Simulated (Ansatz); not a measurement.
Corundum Ga2O3 (metastable phase) was calculated with BLYP (Ansatz, a first-principles code, plane waves, PAW).

Run with plane-wave cutoff 520 eV, 8×8×8 k mesh, Fermi–Dirac smearing 0.01 eV, scalar-relativistic PAW data made under PBE.

Energies at three volumes about the minimum:

| V (Å³/atom) | E − E_lowest (meV/atom) |
|---|---|
| 10.143 | 2.45 |
| 10.350 | 0.00 |
| 10.557 | 2.27 |

Problem. Fit a parabola by hand: where is the minimum, and what is the bulk modulus?

Solution. Slopes: (0.00 − 2.45)/(10.350 − 10.143) = -11.836 and (2.27 − 0.00)/(10.557 − 10.350) = 10.966 meV/Å³. Curvature E″ = 2 × (10.966 − (-11.836))/(10.557 − 10.143) = 110.155 meV/Å⁶. From the middle of the first interval, the slope vanishes at V0 = 10.2465 − (-11.836)/110.155 = 10.354 Å³/atom. B = V0 E″ = 10.354 × 110.155 meV/Å³ × 0.1602 GPa per meV/Å³ = 183 GPa. The full Birch–Murnaghan fit to all volumes gives V0 = 10.350 Å³/atom and B0 = 183 GPa.

Shape and atoms are relaxed at each volume.

Measured, for comparison: bulk modulus 220 ± 9 GPa (room temperature, not corrected to a static lattice, equation of state from high-pressure X-ray diffraction, our sources range from 220 to 252; as tabulated in Phys. Rev. B 77, 094123 (2008), gallium oxide under pressure (UNLV record)). Computed (rounded) less measured: bulk modulus not scored (sources differ).

Note: the bulk modulus comes from volumes at which shape and atoms were relaxed.
